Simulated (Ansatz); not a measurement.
Relaxation of the outer planes of the (221) surface of fcc Ag in its 1x1 cell, outermost plane spacing 0.69 Å in the ideal cut.

All values below come from PBE (plane waves to 420 eV, PAW; Ansatz, a program for electronic structure).

Model: 16-atom slab, 10.4 Å thick at the start (thin: gaps and levels are the slab's own), 13x5x1 mesh, Fermi-Dirac 0.1 eV, dipole correction, all atoms relaxed; held to the start's symmetry, so lower structures may exist; no spin, no spin-orbit, no U.

| plane | atoms | bulk spacing to the next (Å) | relaxed spacing (Å) | change (%) | rumpling (Å) |
|---|---|---|---|---|---|
| 1 | Ag | 0.691 | 0.593 | -14.3 | 0.00 |
| 2 | Ag | 0.691 | 0.657 | -4.9 | 0.00 |
